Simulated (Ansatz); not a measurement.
Consider the following.

```
MgS
1.0
    3.64884     0.00000     0.00000
    1.82442     3.15999     0.00000
    1.82442    -1.05333     2.99888
Mg S
1 1
Direct
  0.00000   0.00000   0.00000
  0.00000   0.50000   0.50000
```

No spin polarisation.

Computed with PBEsol (Ansatz, a first-principles code; PAW; 420 eV plane waves; without spin-orbit coupling). Γ-centred 11×11×11 mesh, Fermi–Dirac width 0.05 eV.

### Question
Predict the band gap and in-plane stress.

### Answer
The band gap is 2.72 eV and the mean in-plane stress (compression positive) is +0.7 GPa.

The cells carry an imposed strain or load. Whether these cells are dynamically stable was not tested. The cell was made from MgS in the rock salt structure (space group Fm-3m, No. 225) by this change: biaxial strain −0.42 %, plane normal [111], relaxed out of plane.
